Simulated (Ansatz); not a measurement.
The starting structures come from a database of crystals and need not be the phases stable at ambient conditions.

 Where the default PAW files enter, the runs use the earlier of Ansatz's two default sets.

By LDA, the system below comes out a metal.

Data:

```xyz
12
Lattice="3.7879 0.0000 0.0000 0.0000 5.0961 0.0000 0.0000 0.0000 7.1785" Properties=species:S:1:pos:R:3 pbc="T T T"
Ni     0.9470     0.8712     3.1618
Ni     2.8410     4.2249     4.0167
Ni     2.8410     1.6769     6.7510
Ni     0.9470     3.4192     0.4275
Ni     0.9470     2.7749     5.0721
Ni     2.8410     2.3212     2.1065
Ni     2.8410     4.8693     1.4828
Ni     0.9470     0.2269     5.6957
Ge     0.9470     1.0834     0.8184
Ge     2.8410     4.0127     6.3601
Ge     2.8410     1.4646     4.4077
Ge     0.9470     3.6315     2.7708
```

Space group of this cell: Pnma. The cell is taken as given; by LDA its mean pressure is -7.5 GPa.

The current flows along the normal of the first two printed cell vectors. No spin-orbit coupling; the value is a mean over 0.1 eV about the Fermi level.

### Question
Compute, with LDA run with Ansatz (an electronic-structure program), the ballistic conductance per area.

### Answer
0.58 × 10¹⁵ S/m² for both spins.
